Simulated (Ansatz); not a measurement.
BAs (model structure, started from the PtS type, P4₂/mmc, No. 131, 4 atoms in the cell): properties by level of theory

```csv
level (code),lattice parameter a (Å),lattice parameter c (Å)
PBE (Ansatz),3.175,5.739
PBEsol (Ansatz),3.141,5.696
PBE-D3(BJ) (Ansatz),[?],5.698
```

Some entries are withheld; supply them.


- PBE-D3(BJ) (Ansatz, an electronic-structure program), lattice parameter a (Å): 3.135

Ansatz's density-functional and Hartree–Fock values are scalar-relativistic unless marked +SOC, with PAW data made under PBE.

Computed values are for the static lattice.

A model structure was made by putting elements into a prototype or built by hand; it is no filed structure, need not be a known phase, and can be a saddle point held by its symmetry.
